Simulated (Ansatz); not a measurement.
Ru under a change: Te on a Ru site, symmetric start

Take a 28-atom supercell of Ru in the hcp (Mg type) structure (space group P6_3/mmc, No. 194; a = 2.6920 Å, c = 4.2460 Å) at its relaxed geometry as the base.

One thing is altered: one Ru atom is replaced by Te, atoms relaxed at fixed cell.

The values are results of PBEsol (Ansatz, an electronic-structure program; PAW; 420 eV plane waves; scalar-relativistic without spin-orbit coupling), earlier PAW set, not measurements. k-mesh 6×6×4 (Γ-centred); smearing 0.05 eV (Fermi–Dirac).

```json
[
 {"quantity": "energy gained by relaxation", "base": "–", "changed": "0.54 eV", "shift": "–"},
 {"quantity": "largest displacement of a host atom from its site in the perfect cell", "base": "–", "changed": "0.07 Å", "shift": "–"}
]
```

Cost of the whole job for the changed cell (relaxation, final SCF and bands): about 20 core-minutes (a rough figure).

The cell is small, so the values are those of an ordered compound at a high defect concentration; dilute-limit values will differ. The defect started on the symmetric site and kept its symmetry, so it may sit on a saddle. All final runs are without spin polarisation. The defect cell is not spin-polarised.
